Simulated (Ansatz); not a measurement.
Take VN in the rock salt structure (space group Fm-3m, No. 225) as the base.

```
CELL_PARAMETERS angstrom
      0.00000     2.05840     2.05840
      2.05840     0.00000     2.05840
      2.05840     2.05840     0.00000
ATOMIC_POSITIONS crystal
  N  0.00000 0.00000 0.00000
  V  0.50000 0.50000 0.50000
```

All numbers come from PBE (Ansatz, a quantum-chemistry and plane-wave program), no spin-orbit coupling.

For the base:

```
Item                   Value
-------------------  -------
Lattice parameter a  4.117 Å
```

Modification: a hydrostatic pressure of 30 GPa.

### Question
How does this affect the lattice parameter a?

### Answer
The lattice parameter a shrinks by 0.109 Å to 4.008 Å.

Load acts through the strain it causes; cell and atoms are relaxed under it. Stability against distortions was not tested. No other phases were tried under pressure. Starting moments died away, wholly or in part, for the base; another magnetic solution may exist. The final runs are not spin-polarised.
